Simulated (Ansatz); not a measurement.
# Tl in the diamond structure (space group Fd-3m, No. 227; a hypothetical phase, not in the database extracts checked)

```yaml
crystal:
  lattice:
    - [0.00000, 3.43433, 3.43433]
    - [3.43433, 0.00000, 3.43433]
    - [3.43433, 3.43433, 0.00000]
  atoms:
    - { symbol: Tl, position: [0.25000, 0.25000, 0.25000] }
    - { symbol: Tl, position: [0.00000, 0.00000, 0.00000] }
```

The values are results of PBEsol in Ansatz (plane waves to 420 eV, PAW, spin-orbit coupling left out), not measurements. k-mesh 12×12×12 (Γ-centred); smearing 0.05 eV (Fermi–Dirac).

| Item | Value |
|---|---|
| Volume per atom | 40.51 Å³ |
| Density | 8.38 g/cm³ |
| Band gap | zero |
| Total energy | -11295.233 eV/atom (σ→0; compares only within this code and set-up) |

Whether these cells are dynamically stable was not tested.

Ansatz is a quantum-chemistry and plane-wave program.
